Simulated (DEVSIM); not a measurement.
System: Schottky contact on n-type ZnO, at 400 K.

Layer 1 from the left is ZnO, thickness (μm) 1.80, Nd (cm⁻³) 2.6e17, τn (s) 1.8e-9, τp (s) 1.8e-9.

Left contact: Schottky, work function 5.66 eV, emission velocity 9.4e6 cm/s. Right contact: ohmic. Voltage is applied to the left contact. Recombination: SRH at mid-gap, Auger. Mobility is constant in doping.

The device is made up for the run: typed textbook-type constants, with dimensions and the other settings drawn at random. Values at 300 K; Nc and Nv go as T^1.5, mobilities as T to minus their exponent, the gap by Varshni's rule with the affinity fixed.

ZnO: gap (eV) 3.37, affinity (eV) 4.5, permittivity 8.7, Nc (cm⁻³) 3.7e18, Nv (cm⁻³) 1.8e19, μn (cm²/Vs) 200, μp (cm²/Vs) 20, T exponent of μn 1.5, T exponent of μp 1.5, Cn (cm⁶/s) 1e-31, Cp (cm⁶/s) 1e-31, Varshni α (eV/K) 0.00055, Varshni β (K) 900.

Simulated with DEVSIM: 1D drift-diffusion, Boltzmann statistics, complete ionisation; no tunnelling, impact ionisation, image-force lowering or self-heating. Metal contacts follow the ideal Schottky-Mott rule: no Fermi-level pinning, no interface dipoles.

Dark forward current:

| |V| (V) | |J| (A/cm²) |
|---|---|
| 0.05 | 5.532e-8 |
| 0.10 | 2.898e-7 |
| 0.15 | 1.284e-6 |
| 0.20 | 5.497e-6 |
| 0.25 | 2.335e-5 |
| 0.30 | 9.891e-5 |
| 0.35 | 0.0004185 |
| 0.40 | 0.001769 |
| 0.45 | 0.007469 |
| 0.50 | 0.03149 |
| 0.55 | 0.1325 |
| 0.60 | 0.5560 |
| 0.65 | 2.323 |
| 0.70 | 9.610 |
| 0.75 | 38.70 |
| 0.80 | 143.7 |
| 0.85 | 441.2 |
| 0.90 | 1027 |
| 0.95 | 1872 |
| 1.00 | 2894 |

**Question.** Work out the local ideality factor n = ΔV / (kT/q · ln(J2/J1)) between the rows 0.15 and 0.20 V, 0.95 and 1.00 V.

**Answer.** kT/q = 34.47 mV. From 0.15 to 0.20 V: ln(5.497e-6/1.284e-6) = 1.454, n = 1.00, near the 1 of diffusion or emission over a barrier. From 0.95 to 1.00 V: ln(2894/1872) = 0.436, n = 3.33; the layers' resistance at their doping, Σ W/(qμN) = 3.3e-5 Ω cm², would take 34 mV of this step of 50 mV.

**Question.** Estimate the current at 0.45 V for emission alone, J0 = q v N_band exp(−φB/kT), and read the barrier back from the simulated current.

**Answer.** φB = 1.160 eV, N_band = 5.70e18 cm⁻³, J0 = 2.08e-8 A/cm²; J = J0 (exp(qV/kT) − 1) = 0.00973 A/cm². The simulation gives 0.00747 A/cm²; the estimate lies 30 % above. Read backwards, the simulated current gives an apparent barrier of 1.169 eV. The estimate leaves out transport through the depletion region and minority injection.
